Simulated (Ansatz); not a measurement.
Base system: Rh (space group P6_3/mmc, No. 194; a cell from a computed database, its experimental status unchecked).

```
CELL_PARAMETERS angstrom
      2.67511     0.00000     0.00000
     -1.33756     2.31671     0.00000
      0.00000     0.00000     8.73098
ATOMIC_POSITIONS crystal
  Rh 0.00000 0.00000 0.00000
  Rh 0.00000 0.00000 0.50000
  Rh 0.33333 0.66667 0.25000
  Rh 0.66667 0.33333 0.75000
```

Levels (all Ansatz, a quantum-chemistry and plane-wave program, PAW): PBEsol (420 eV, scalar-relativistic without spin-orbit coupling); PBEsol+SOC (420 eV, noncollinear with spin-orbit coupling).

The geometry is relaxed with PBEsol.

| Item | Result |
|---|---|
| PBEsol pressure | 0.0 GPa |

Question: What does PBEsol+SOC give at this geometry for the pressure?

Answer: The pressure goes from zero to 0.2 GPa.

Single points use the geometry relaxed with PBEsol. The spin-orbit shifts are approximate. No phonon test of stability was made. The runs without spin-orbit coupling are not spin-polarised. This is not the structure that Rh has at room temperature and ambient pressure.
